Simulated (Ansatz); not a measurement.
How the lattice parameter c of TaAs (model structure, from the WC type, P-6m2, No. 187) moves with the method

No measured value is used here.

| level (code) | value (Å) |
|---|---|
| LDA (Ansatz) | 3.432 |
| PBE (Ansatz) | 3.484 |
| PBE-D3(BJ) (Ansatz) | (withheld) |

Task: Complete the blanks.

Result: 
- PBE-D3(BJ) (Ansatz, a program for electronic structure), value (Å): 3.469

Density-functional levels without +SOC have no spin–orbit coupling. Ansatz's density-functional and Hartree–Fock values are scalar-relativistic unless marked +SOC, with PAW data made under PBE.

A model structure was made by putting elements into a prototype or built by hand; it is no filed structure, need not be a known phase, and can be a saddle point held by its symmetry.
